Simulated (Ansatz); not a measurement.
ZnS (F-43m), PBE with spin-orbit coupling, rigid bands (Ansatz, a program for electronic structure). Band gap 2.21 eV, N_c = 1.98e18 cm⁻³ and N_v = 5.20e19 cm⁻³ at 300 K, conductivity masses of 0.189 mₑ (electrons) and 0.861 mₑ (holes). Take k_BT = 0.02585 eV.

### Question
Find the intrinsic carrier density and the intrinsic Fermi level.

### Answer
n_i = √(N_c N_v) exp(−E_g/2k_BT) = 1.01e19 × exp(−42.74) = 2.8e0 cm⁻³. The level lies (k_BT/2) ln(N_v/N_c) = 42 meV from mid-gap (positive towards the conduction band). Each 0.1 eV added to the gap lowers n_i by a factor of 6.9.

### Question
What thermal injection velocity √(2k_BT/πm) limits a ballistic channel?

### Answer
1.24e7 cm/s for electrons and 5.80e6 cm/s for holes, a ratio of √(m_h/m_e) = 2.13, for dilute carriers.

### Question
What built-in voltage has an abrupt junction with N_A = 1e17 and N_D = 1e17 cm⁻³, all dopants ionised?

### Answer
V_bi = E_g/e − (k_BT/e) ln(N_c N_v/(N_A N_D)) = 2.21 − 0.02585 × 9.24 = 1.97 V, for the computed gap.

Rigid bands with the computed gap; masses take one relaxation time for all states. Geometry: cell and atoms relaxed with PBEsol.
